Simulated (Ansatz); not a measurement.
What electrons 5.0×10^21 cm⁻³ does to ZnO

The reference is ZnO in the wurtzite structure (space group P6_3mc, No. 186; a = 3.280 Å, c = 5.293 Å).

One thing is altered: 0.247 electrons added to each cell, a density of 5.0×10^21 cm⁻³, with a uniform compensating background at fixed cell and a 300 K Fermi–Dirac width.

The values are results of PBE (Ansatz, a quantum-chemistry and plane-wave program, PAW, spin-orbit coupling left out), not measurements. Γ-centred 21×21×11 mesh, Fermi–Dirac width 0.0259 eV.

The gap between the host's bands shrinks by 0.13 eV, from 0.74 eV to 0.61 eV and the gap character stays direct at Γ. The Fermi level relative to the doped band's edge (positive inside the band; to 0.05 eV) is +2.40 eV.

Cost of the whole job for the changed cell (relaxation, final SCF and bands): roughly 2.4 core-minutes.

Charged cell with a jellium background: band edges are those of the host's band count, energies are not comparable with the neutral cell, and many-body gap narrowing is missing. Whether these cells are dynamically stable was not tested.
